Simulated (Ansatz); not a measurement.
MnAu (Pm-3m, No. 221, 2 atoms in the cell; start mp-12674)

Method: r²SCAN (plane waves, PAW; Ansatz, a program for electronic structure).

Numerical settings: plane-wave cutoff 500 eV, 18×18×18 k mesh, Fermi–Dirac smearing 0.1 eV, spin-polarised start, scalar-relativistic PAW data made under PBE.

Cell (relaxed at this level):

Space group Pm-3m (No. 221); a = b = c = 3.213 Å, α = β = γ = 90.00°

```csv
atom,site,symmetry,x,y,z
Mn,1b,m-3m,0.5000,0.5000,0.5000
Au,1a,m-3m,0.0000,0.0000,0.0000
```

| Quantity | Result |
|---|---|
| band gap | zero (no gap) |

Note: the magnetic order was assumed, not searched for or taken from measurement; the relaxation could not lower the start's symmetry, so the cell can be a saddle point above a distorted one.

Spin–orbit coupling is not included; it can shift volumes and moduli of such heavy elements.

A start named mp-… is a Materials Project structure, which need not be a measured phase.
